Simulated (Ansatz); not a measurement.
Consider SiSe$_{2}$ (space group Ibam, No. 72; made of chains).

```
SiSe2
1.0
   -3.30744     5.63456     2.96628
    3.30744    -5.63456     2.96628
    3.30744     5.63456    -2.96628
Se Si
4 2
Direct
  0.39015   0.31084   0.70100
  0.89015   0.18916   0.07931
  0.10985   0.81084   0.92069
  0.60985   0.68916   0.29900
  0.25000   0.25000   0.00000
  0.75000   0.75000   0.00000
```

The values are results of PBE in Ansatz (plane waves to 420 eV, PAW, scalar-relativistic without spin-orbit coupling), not measurements.

Carriers are added at fixed cell with a uniform background; the Fermi–Dirac width is that of 300 K.

One change was made to it. Results:

The Fermi level relative to the doped band's edge (positive inside the band; to 0.05 eV) is +0.55 eV; the gap between the host's bands decreases by 0.44 eV, from 2.22 eV to 1.78 eV.

Q: Which of these changes matches the shifts?
(A) holes 5.0×10^21 cm⁻³
(B) electrons 7.0×10^21 cm⁻³
(C) electrons 5.0×10^21 cm⁻³
(D) electrons 3.0×10^21 cm⁻³
(E) holes 3.0×10^21 cm⁻³

A: B, electrons 7.0×10^21 cm⁻³. For comparison, the gap between the host's bands in the other runs: holes 3.0×10^21 cm⁻³ gives 2.39 eV; electrons 5.0×10^21 cm⁻³ gives 1.93 eV; electrons 3.0×10^21 cm⁻³ gives 2.05 eV; holes 5.0×10^21 cm⁻³ gives 2.49 eV.

Charged cell with a jellium background: band edges are those of the host's band count, energies are not comparable with the neutral cell, and many-body gap narrowing is missing. No phonon test of stability was made. No dispersion term is included, though the crystal is made of layers, chains or molecules, so its spacings can come out too wide.

Ansatz is a program for electronic structure.
